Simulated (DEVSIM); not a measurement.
System: In0.49Ga0.51P/GaAs n-p heterojunction, at 400 K.

```csv
layer (left to right),material,thickness (μm),Nd (cm⁻³),Na (cm⁻³),τn (s),τp (s)
1,In0.49Ga0.51P,0.0610,6.8e17,-,1e-8,1e-8
2,GaAs,3.50,-,8e15,1e-8,1e-8
```

Left contact: ohmic. Right contact: ohmic. Voltage is applied to the left contact. Recombination: SRH at mid-gap. Mobility is μmin + (μ − μmin)/(1 + (N/Nref)^α).

This is a model device: material constants are rounded textbook-type values typed into the input, and sizes, dopings and lifetimes were drawn at random. Values at 300 K; Nc and Nv go as T^1.5, mobilities as T to minus their exponent, the gap by Varshni's rule with the affinity fixed. The table also holds parameters that only a changed run uses.

```tsv
parameter	In0.49Ga0.51P	GaAs
gap (eV)	1.89	1.424
affinity (eV)	4	4.07
permittivity	11.8	12.9
Nc (cm⁻³)	9e17	4.7e17
Nv (cm⁻³)	1.3e19	9e18
μn (cm²/Vs)	1500	8500
μp (cm²/Vs)	80	400
μn,min	400	500
μp,min	15	20
Nref,n	2e16	6e16
Nref,p	1.5e17	1.5e17
αn	0.7	0.39
αp	0.8	0.38
T exponent of μn	1.66	2.1
T exponent of μp	2	2.2
Cn (cm⁶/s)	3e-30	1e-30
Cp (cm⁶/s)	3e-30	1e-30
Varshni α (eV/K)	0.0005	0.000541
Varshni β (K)	250	204
```

Simulated with DEVSIM: 1D drift-diffusion, Boltzmann statistics, complete ionisation; no tunnelling, impact ionisation, image-force lowering or self-heating. Band offsets follow the typed affinities; no thermionic-emission limit at abrupt steps, no polarisation charge.

Base results: dark forward voltage at 100 A/cm² (V) 0.920; dark forward voltage at 1 A/cm² (V) 0.752.

Problem. What follows from this one change: thickness of layer 2 3.5 → 1.2 μm?

Solution. dark forward voltage at 100 A/cm² 0.920 → 0.875 V; dark forward voltage at 1 A/cm² 0.752 → 0.712 V.

Problem. What follows from this one change: constant mobility in place of the doping-dependent one?

Solution. dark forward voltage at 100 A/cm² 0.920 → 0.906 V; dark forward voltage at 1 A/cm² 0.752 → 0.742 V.
